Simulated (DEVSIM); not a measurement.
**Schottky contact on n-type GaN**

Device: Schottky contact on n-type GaN, at 300 K.

| layer (left to right) | material | thickness (μm) | Nd (cm⁻³) | τn (s) | τp (s) |
|---|---|---|---|---|---|
| 1 | GaN | 4.40 | 2e15 | 1e-9 | 1e-9 |

Left contact: Schottky, work function 5.56 eV, emission velocity 1.7e6 cm/s. Right contact: ohmic. Voltage is applied to the left contact. Recombination: SRH at mid-gap, Auger. Mobility is μmin + (μ − μmin)/(1 + (N/Nref)^α).

Constants are typed, rounded textbook-type inputs, not results; the design itself was drawn at random and stands for no fabricated device. Values at 300 K.

```
parameter         GaN
-------------  ------
gap (eV)         3.43
affinity (eV)     4.1
permittivity      9.5
Nc (cm⁻³)      2.3e18
Nv (cm⁻³)      4.6e19
μn (cm²/Vs)      1200
μp (cm²/Vs)       100
μn,min             55
μp,min              3
Nref,n           2e17
Nref,p           3e17
αn                  1
αp                  2
Cn (cm⁶/s)      1e-30
Cp (cm⁶/s)      1e-30
```

Model (solved in DEVSIM): 1D drift-diffusion, Boltzmann statistics, complete ionisation; no tunnelling, impact ionisation, image-force lowering or self-heating. Metal contacts follow the ideal Schottky-Mott rule: no Fermi-level pinning, no interface dipoles.

The potential step across the device at zero bias is 1.278 V. The largest field in the device at zero bias is 31000 V/cm and the dark forward voltage at 1 A/cm² comes out as 1.121 V. The dark forward voltage at 100 A/cm² is 1.357 V.

Dark forward current:

(V (V), J (A/cm²)): (0.30, 1.9e-14); (0.35, 1.3e-13); (0.45, 6.4e-12); (0.50, 4.4e-11); (0.55, 3.0e-10); (0.60, 2.1e-9); (0.70, 1.0e-7); (0.75, 6.9e-7); (0.80, 4.7e-6); (0.85, 3.3e-5); (0.95, 0.0015); (1.00, 0.011); (1.05, 0.072); (1.10, 0.48); (1.20, 13); (1.25, 33); (1.30, 62); (1.35, 96); (1.45, 170); (1.50, 210); (1.55, 250); (1.60, 290); (1.70, 370); (1.75, 410); (1.80, 450); (1.85, 500); (1.95, 580); (2.00, 620)

Small-signal capacitance in reverse bias (quasi-static):

| V (V) | C (nF/cm²) |
|---|---|
| -0.04 | 10.2 |
| -0.1 | 9.98 |
| -0.2 | 9.63 |
| -0.3 | 9.32 |
| -0.4 | 9.03 |
| -0.6 | 8.53 |
| -0.8 | 8.10 |
| -1 | 7.74 |
| -1.3 | 7.27 |
| -1.6 | 6.87 |
| -2 | 6.44 |
